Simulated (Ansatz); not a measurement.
Au (within 0.1 Å of P6₃/mmc, No. 194, 2 atoms in the cell; start mp-1008634; another form than the element's usual one), treated with LDA (Ansatz, a quantum-chemistry and plane-wave program, PAW).

Run with plane-wave cutoff 520 eV, 22×22×12 k mesh (along the axes of the cell as run), Fermi–Dirac smearing 0.05 eV, scalar-relativistic PAW data made under PBE.

Cell (relaxed at this level):

Au has the orthorhombic space group Cmcm (No. 63), Pearson symbol oS4. Cell: a = 2.816 Å, b = 4.950 Å, c = 4.760 Å, α = 90.00°, β = 90.00°, γ = 90.00°. Au on 4c sees 12 Au at 2.816–2.892 Å (anticuboctahedral). (Neighbours: up to the widest gap in distance over summed covalent radii, below 1.35, at either atom.)
(The calculation used a cell of 2 atoms; values per cell refer to that cell.)

Q: Give the computed bulk modulus.

A: 
- bulk modulus = 191 GPa

The run finds no gap.

Note: the bulk modulus is −V dP/dV from two relaxed cells at ±2 % in volume.

Spin–orbit coupling is not included; it can shift volumes and moduli of such heavy elements.

Static lattice: no zero-point or thermal effects.

A start named mp-… is a Materials Project structure, which need not be a measured phase.
